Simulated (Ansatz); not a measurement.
Structures of equal composition on the (111) surface of fcc Au: a layer of Ir in place of the second plane; a layer of Ir in place of the third plane. The slabs share one bottom face, and each structure is named by its start. These are constructed structures in small cells; real faces may alloy, dewet or reconstruct in larger ones, and not all known structures of the face are among them. Slabs of about 12 Å with all that they carry, Fermi-Dirac smearing of 0.1 eV. Bottom of the slabs: a bare face, its two planes held. Relaxed from the named starts with such symmetry as they have, on meshes of like density; energies extrapolated to zero smearing; no spin-orbit coupling, no U. Spin-polarised runs, if any, are marked in brackets, and their order is one that fits the cell; the others ran without spin.

Computed with PBE (plane waves to 420 eV, PAW; Ansatz, a quantum-chemistry and plane-wave program).

Q: Order them by energy per 1x1 cell (lowest first) at the level PBE.

A: a layer of Ir in place of the third plane (0.000 eV), a layer of Ir in place of the second plane (0.140 eV)
